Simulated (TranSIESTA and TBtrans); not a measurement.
Run with TranSIESTA and TBtrans (open boundaries, self-consistent; PseudoDojo norm-conserving potentials, scalar-relativistic): PAO.BasisSize DZP, PAO.EnergyShift 0.15 eV, XC.Authors PBE, Mesh.Cutoff 200 Ry, ElectronicTemperature 300 K, TS.Voltage 0.0 eV, TBT.Elecs.Eta 0.001 eV, no spin polarisation.

System: Cu chain with one bond stretched by 2.0 Å. Leads: straight Cu chain, spacing 2.438 Å. Geometry: as built, not relaxed.

Task: Predict: conductance at 300 K (G0 = 2e²/h); mean T from −0.5 to 0.5 eV.

Result: conductance at 300 K (G0 = 2e²/h): 0.21; mean T from −0.5 to 0.5 eV: 0.21. The leads' channel count changes near -0.03 eV, within the thermal window, so values at the Fermi level hang on where that band edge falls. The straight chain is held at its spacing; free chains may zigzag or dimerise. No spin-polarised start was tried, so a magnetic state, if there is one, is missed.
